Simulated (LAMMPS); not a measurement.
LAMMPS 22 Jul 2025, classical MD, Buckingham with full ionic charges: MgO, 2744 atoms.

task: MD, nve
potential: Buckingham with full ionic charges
copies of the repeat unit: 7×7×7
shape (slab and sphere leave vacuum in the box): bulk
steps: 2000
timestep: 1 fs
thermo: 50
kspace_style: pppm
kspace_accuracy: 0.0001
pair cutoff: 10 Å
newton: on (default)
atom_modify sort (bins of 2 Å where set): 1000 (default)
comm_style: brick (default)
kspace_modify: order 5 diff ik (default)
box: 29.5 × 29.5 × 29.5 Å
start: generated rock salt lattice, warmed in an untimed run

All runs start from one configuration, warmed at this fixed volume for 1000 steps under a thermostat at 300 K. The run at a skin of 2 Å has a mean temperature of 296 K and a mean pressure of -0.4 GPa.

One run each, on a shared machine, so no times are given.

With neigh_modify every 1 delay 0 check yes, skins of 0.1, 0.3, 0.5, 1, 1.5, 2, 3 Å were run. Further schedules:
- skin 1 Å, every 20 delay 0 check no
- skin 2 Å, every 10 delay 0 check yes
- skin 2 Å, every 100 delay 0 check no
- skin 2 Å, every 1 delay 10 check yes
- skin 1 Å, every 1 delay 10 check yes
- skin 2 Å, every 20 delay 0 check no
- skin 0.3 Å, every 10 delay 0 check yes

A schedule rebuilds too seldom if it shows a dangerous build, rebuilds less often than the check at every step does at that skin, or fails.

Problem. Name the settings that rebuild less often than the motion of the atoms asks.

Solution. With the check at every step the rebuilds are 565 at 0.1 Å, 202 at 0.3 Å, 113 at 0.5 Å, 0 at 1 Å, 0 at 1.5 Å, 0 at 2 Å, 0 at 3 Å. Too seldom: skin 0.3 Å, every 10 delay 0 check yes.

```tsv
setting	rebuilds	dangerous builds	list entries an atom	change of the total energy (meV/atom)
skin 0.1 Å, every 1 delay 0 check yes	565	—	230	−0.0048
skin 0.3 Å, every 1 delay 0 check yes	202	—	235	−0.0049
skin 0.5 Å, every 1 delay 0 check yes	113	—	247	−0.0049
skin 1 Å, every 1 delay 0 check yes	0	—	306	−0.0049
skin 1.5 Å, every 1 delay 0 check yes	0	—	352	−0.0049
skin 2 Å, every 1 delay 0 check yes	0	—	376	−0.0049
skin 3 Å, every 1 delay 0 check yes	0	—	495	−0.0049
skin 1 Å, every 20 delay 0 check no	100	not counted	306	−0.0049
skin 2 Å, every 10 delay 0 check yes	0	0	376	−0.0049
skin 2 Å, every 100 delay 0 check no	20	not counted	376	−0.0049
skin 2 Å, every 1 delay 10 check yes	0	0	376	−0.0049
skin 1 Å, every 1 delay 10 check yes	0	0	306	−0.0049
skin 2 Å, every 20 delay 0 check no	100	not counted	376	−0.0049
skin 0.3 Å, every 10 delay 0 check yes	177	154	235	−0.0049
```

Where the energy changes as in the checked runs, the late rebuilds cost nothing that shows in this run. List entries are as LAMMPS prints them (Ave neighs/atom).
